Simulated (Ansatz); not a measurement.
Pair distribution function (Li-O) of Li3OCl (antiperovskite; a metastable compound), cell Li24Cl8O8, with the crystal as the starting point [in the run: it stayed crystalline; mean temperature 511 K (target 500 K); density 1.96 g/cm³, volume +2 % from the start crystal's; mean pressure -0.4 GPa against a target of 0; Γ point only, which a denser mesh shifts by -0.7 GPa in pressure and 0.03 eV/Å in forces], from MD at 511 K. All values below come from r2SCAN (plane waves, PAW; Ansatz, a quantum-chemistry and plane-wave program). Volume per atom 12.23 Å³, mean pressure -0.4 GPa. 

```
r (Å) | g(r)
     1.18 |  0.00
     1.22 |  0.00
     1.26 |  0.00
     1.30 |  0.00
     1.34 |  0.00
     1.38 |  0.00
     1.42 |  0.00
     1.46 |  0.00
     1.50 |  0.00
     1.54 |  0.00
     1.58 |  0.01
     1.62 |  0.04
     1.66 | # 0.13
     1.70 | ## 0.55
     1.74 | ##### 1.30
     1.78 | ########## 2.53
     1.82 | ################ 4.20
     1.86 | ######################## 6.35
     1.90 | ############################# 7.54
     1.94 | ############################## 7.86
     1.98 | ############################ 7.43
     2.02 | ########################## 6.69
     2.06 | ##################### 5.47
     2.10 | ############### 3.90
     2.14 | ########### 3.00
     2.18 | ######## 2.14
     2.22 | ##### 1.31
     2.26 | ### 0.69
     2.30 | ## 0.42
     2.34 | # 0.27
     2.38 | # 0.21
     2.42 |  0.05
     2.46 |  0.08
     2.50 |  0.02
     2.54 |  0.01
     2.58 |  0.01
     2.62 |  0.00
     2.66 |  0.00
     2.70 |  0.00
     2.74 |  0.00
     2.78 |  0.00
     2.82 |  0.00
     2.86 |  0.00
     2.90 |  0.00
     2.94 |  0.00
     2.98 |  0.00
     3.02 |  0.00
     3.06 |  0.00
     3.10 |  0.00
     3.14 |  0.00
     3.18 |  0.00
     3.22 |  0.00
     3.26 |  0.00
     3.30 |  0.00
     3.34 |  0.00
     3.38 |  0.00
     3.42 |  0.00
     3.46 |  0.00
     3.50 |  0.00
     3.54 |  0.00
     3.58 |  0.00
     3.62 |  0.00
     3.66 |  0.01
     3.70 |  0.01
     3.74 |  0.01
     3.78 |  0.05
     3.82 |  0.10
     3.86 |  0.11
     3.90 | # 0.19
```

**Question.** From these data, give where the first shell ends and the number of neighbours in it.

**Answer.** g is nil from 2.6 to 3.7 Å, so any cut there serves; 2.0 O round each Li and 6.0 Li round each O in the shell, from n = 4πρ∫r²g(r)dr.
